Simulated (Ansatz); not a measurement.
```xyz
2
Lattice="0.0000 2.1467 2.1467 2.1467 0.0000 2.1467 2.1467 2.1467 0.0000" Properties=species:S:1:pos:R:3 pbc="T T T"
C      0.0000     0.0000     0.0000
Ti     2.1467     2.1467     2.1467
```

**Question.** What linear thermal expansion coefficient does quasi-harmonic approximation on PBEsol in Ansatz (a first-principles code) give at 300 K, and what isobaric heat capacity per mole of formula units and Grüneisen parameter?

**Answer.** α = 5.8 × 10⁻⁶ K⁻¹; C_P = 34.6 J/(mol K); γ = 1.58. No phase change or melting is allowed for: the numbers belong to this structure as given.

The PAW data sets were generated under PBE and serve the other functionals too.
